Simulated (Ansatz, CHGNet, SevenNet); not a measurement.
# Si₃N₄ (P6₃/m, No. 176): properties by level of theory

```
level (code)           equilibrium lattice constant a (Å)  lattice parameter c (Å)
---------------------  ----------------------------------  -----------------------
CHGNet 0.3.0                                        7.669                    2.927
CHGNet-r²SCAN                                       7.600                    2.916
SevenNet-0                                          7.660                    2.929
LDA (Ansatz)                                        7.574                    2.891
r²SCAN (Ansatz)                                     7.605                    2.906
r²SCAN+rVV10 (Ansatz)                               7.597                    2.903
```

Ansatz's density-functional and Hartree–Fock values are scalar-relativistic unless marked +SOC, with PAW data made under PBE.

Static lattice: no zero-point or thermal effects.

Ansatz is an electronic-structure program.
